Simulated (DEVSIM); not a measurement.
System: Ti/SiON/SiO2/n-Si capacitor, at 400 K.

Layer 1 from the left is SiON, thickness (nm) 2.80. Layer 2 from the left is SiO2, thickness (nm) 0.760. Layer 3 from the left is Si, thickness (nm) 1700, Nd (cm⁻³) 1.2e17.

Metal gate on the left, work function 4.33 eV. Fixed charge at the semiconductor interface 0 cm⁻² (in units of +e); interface traps 3e11 cm⁻² eV⁻¹, uniform in energy, neutral level at 0.7 of the gap above the valence band.

This is a model device: material constants are rounded textbook-type values typed into the input, and sizes, dopings and lifetimes were drawn at random. Values at 300 K; Nc and Nv go as T^1.5, mobilities as T to minus their exponent, the gap by Varshni's rule with the affinity fixed.

SiON: gap (eV) 7, affinity (eV) 1.4, permittivity 5.5. SiO2: gap (eV) 9, affinity (eV) 0.9, permittivity 3.9. Si: gap (eV) 1.124, affinity (eV) 4.05, permittivity 11.7, Nc (cm⁻³) 2.86e19, Nv (cm⁻³) 3.1e19, Varshni α (eV/K) 0.000473, Varshni β (K) 636.

DEVSIM, 1D Poisson equation in equilibrium, Boltzmann statistics, complete ionisation; no quantum confinement or tunnelling. Metal contacts follow the ideal Schottky-Mott rule: no Fermi-level pinning, no interface dipoles.

Task: What does the simulation give for the threshold voltage (band bending 2φF), the minimum of the low-frequency capacitance?

Result: threshold voltage (band bending 2φF) -0.76 V; minimum of the low-frequency capacitance 0.165 μF/cm².
